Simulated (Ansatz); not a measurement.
Base system: PtSe2 in the CdI2 type structure (space group P-3m1, No. 164; layered; relaxed with 0.1 eV smearing).

```yaml
crystal:
  lattice:
    - [3.73853, 0.00000, 0.00000]
    - [-1.86927, 3.23766, 0.00000]
    - [0.00000, 0.00000, 4.63504]
  atoms:
    - { symbol: Pt, position: [0.00000, 0.00000, 0.00000] }
    - { symbol: Se, position: [0.33333, 0.66667, 0.27201] }
    - { symbol: Se, position: [0.66667, 0.33333, 0.72799] }
```

Cartesian axes are those of the cell as printed.

Computed with plane-wave PAW DFT at the PBEsol-D3(BJ) level (Ansatz, an electronic-structure program, 420 eV), spin-orbit coupling left out.

The change: an isotropic linear strain of −1.00 %; the atoms relax in the strained cell.

Task: Predict the stress tensor and what it implies for the stiffness.

Result: Stress of the strained cell less that of the base (GPa, compression positive):
```
    3.7     0.0     0.0
    0.0     3.7     0.0
    0.0     0.0     2.3
```

Then B = −ΔP/(ΔV/V₀) with ΔV/V₀ = -0.0297 gives secant stiffness values (nonlinear terms included at this strain): B (at held cell shape, above the free-shape value) ≈ 110 GPa.

As a check, the harmonic strain energy −½ V₀ Δσ:ε is 5.7 meV/atom; the computed energy rise is 5.5 meV/atom.

Whether these cells are dynamically stable was not tested. All final runs are without spin polarisation.
